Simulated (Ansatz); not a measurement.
Band structure of Ta (Im-3m, 1 atom in the cell).

```
CELL_PARAMETERS angstrom
     -1.66254     1.66254     1.66254
      1.66254    -1.66254     1.66254
      1.66254     1.66254    -1.66254
ATOMIC_POSITIONS crystal
  Ta 0.00000 0.00000 0.00000
```

Method: PBE, PAW files (plane waves; Ansatz, an electronic-structure program).

Settings: basis.ecutwfc = 30.9 Ry; kpoints.mp_grid.grid = 18 18 18; hamiltonian.xc = pbe; hamiltonian.pseudopotentials = {kind: paw} (the program's default PAW files); scf.occupations.method = methfessel_paxton; scf.occupations.width = 0.02 Ry; kpoints.band_path.npoints = 16.

The starting cell comes from a database of computed structures (which also holds hypothetical and non-ambient phases and stackings), without a prior relaxation at this level. Its lattice was rescaled by a random factor within 2.5 % of one. Spin-orbit coupling is off. Spin polarisation is off.

Levels in eV from the Fermi level, bands 3 to 10:
```csv
point,3,4,5,6,7,8,9,10
Γ,-33.09,-33.09,-7.83,0.74,0.74,0.74,3.94,3.94
H,-33.86,-33.86,-3.68,-3.68,6.69,6.69,6.69,8.42
N,-33.44,-33.09,-4.29,-1.48,1.50,3.81,4.82,7.62
P,-33.64,-33.64,-1.21,-1.21,-1.21,4.99,4.99,6.86
```

Bands cross the Fermi level along this path, so the cell is metallic at this level.

Keys are those of Ansatz 0.2.
